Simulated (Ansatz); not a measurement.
Start from InSb in the zinc blende structure (space group F-43m, No. 216; a = 6.5189 Å). Axes: x, y, z lie along the cube axes.

Level of theory: plane-wave PAW DFT at the PBEsol level (Ansatz, an electronic-structure program, 420 eV), no SOC.

The change: an isotropic linear strain of −1.50 %, atoms relaxed at fixed cell.

Problem. Predict the stress tensor and what it implies for the stiffness.

Solution. Stress of the strained cell less that of the base (GPa, compression positive):
```
    2.2     0.0     0.0
    0.0     2.2     0.0
    0.0     0.0     2.2
```

Then B = −ΔP/(ΔV/V₀) with ΔV/V₀ = -0.0443 gives secant stiffness values (nonlinear terms included at this strain): B ≈ 49 GPa.

As a check, the harmonic strain energy −½ V₀ Δσ:ε is 11 meV/atom; the computed energy rise is 9.9 meV/atom.

Whether these cells are dynamically stable was not tested. The final runs are not spin-polarised.
